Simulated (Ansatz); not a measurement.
What H interstitial (started 2.24 Å from the nearest host atom), symmetric start does to Hf

Base system: an 8-atom supercell of Hf in the hcp (Mg type) structure (space group P6_3/mmc, No. 194; a = 3.204 Å, c = 5.069 Å) at its relaxed geometry.

Modification: one H atom is added in an open site, starting 2.24 Å from the nearest host atom, atoms relaxed at fixed cell.

The values are results of Ansatz (an electronic-structure program) PBE, without spin-orbit coupling, not measurements. Settings: 9×9×9 k-points, 0.05 eV Fermi–Dirac smearing.

| quantity | base | changed | shift |
|---|---|---|---|
| largest displacement of a host atom from its site in the perfect cell | – | 0.04 Å | – |
| final site of the added atom | – | 6 Hf at 2.28 Å (octahedral) | – |

In so small a cell the defect repeats every few ångströms: this is an ordered compound, not a dilute defect. The defect started on the symmetric site and kept its symmetry, so it may sit on a saddle. The final runs are not spin-polarised. The defect cell is not spin-polarised.
